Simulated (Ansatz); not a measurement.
# Effect of biaxial strain +2.59 %, plane normal [001], relaxed out of plane on MoSi2

The parent structure is MoSi$_{2}$ (space group I4/mmm, No. 139; a = 3.2169 Å, c = 7.8730 Å). Axes: x, y, z lie along a, b, c of the conventional cell.

Now apply this change: tensile biaxial strain of 2.59 % in the plane normal to [001], as in epitaxy on a mismatched substrate; the out-of-plane cell vector and the atoms relax.

Level of theory: PBE (Ansatz, a first-principles code), no SOC. Settings: 20×20×20 k-points, 0.05 eV Fermi–Dirac smearing.

| quantity | base | changed | shift |
|---|---|---|---|
| volume per atom | 13.58 Å³ | 14.17 Å³ | +0.59 Å³ |
| space group | I4/mmm (No. 139) | I4/mmm (No. 139) | – |
| shortest interatomic distance | 2.596 Å | 2.569 Å | -0.027 Å |
| energy relative to the base (free energy F) | 0 meV/atom | +25 meV/atom | +25 meV/atom |
| pressure (mean of the normal stresses, compression positive) | 0.0 GPa | -7.3 GPa | -7.3 GPa |
| band gap | zero | zero | – |
| out-of-plane strain (rough) | – | -0.83 % | – |
| mean in-plane stress (compression positive) (rough) | – | -10.9 GPa | – |

Final structure (turned so that z lies along the plane normal):

```
CELL_PARAMETERS angstrom
      3.30023     0.00000     0.00000
      0.00000     3.30023     0.00000
      1.65012    -1.65012     3.90402
ATOMIC_POSITIONS crystal
  Mo 0.00000 0.00000 0.00000
  Si 0.66452 0.33548 0.67095
  Si 0.33548 0.66452 0.32905
```

Without a gap, meshes like the base's 20×20×20 leave anisotropic stresses uncertain by several tenths of a GPa, and small strain energies with them. No phonon test of stability was made. All final runs are without spin polarisation.
